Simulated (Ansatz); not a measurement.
Input:

```yaml
crystal:
  lattice:
    - [0.00000, 2.77181, 2.77181]
    - [2.77181, 0.00000, 2.77181]
    - [2.77181, 2.77181, 0.00000]
  atoms:
    - { symbol: O, position: [0.75000, 0.75000, 0.75000] }
    - { symbol: Ca, position: [0.00000, 0.00000, 0.00000] }
```

No spin polarisation.

All numbers come from PBE (Ansatz, a quantum-chemistry and plane-wave program, PAW, scalar-relativistic without spin-orbit coupling). Settings: 11×11×11 k-points, 0.05 eV Fermi–Dirac smearing.

**Question.** What electron mass does the calculation give?

**Answer.** 0.41 mₑ (at Γ).

**Question.** Predict the gap character.

**Answer.** Indirect, X → Γ.

**Question.** What smallest direct gap does the calculation give?

**Answer.** 3.07 eV.

**Question.** Estimate the pressure.

**Answer.** -8.98 GPa.

The cells carry an imposed strain or load. Effective masses come from finite differences of ±0.01 Å⁻¹. No phonon test of stability was made. The cell was made from CaO in the zinc blende structure (space group F-43m, No. 216; a hypothetical phase, not in the database extracts checked) by this change: isotropic strain +5.72 %.
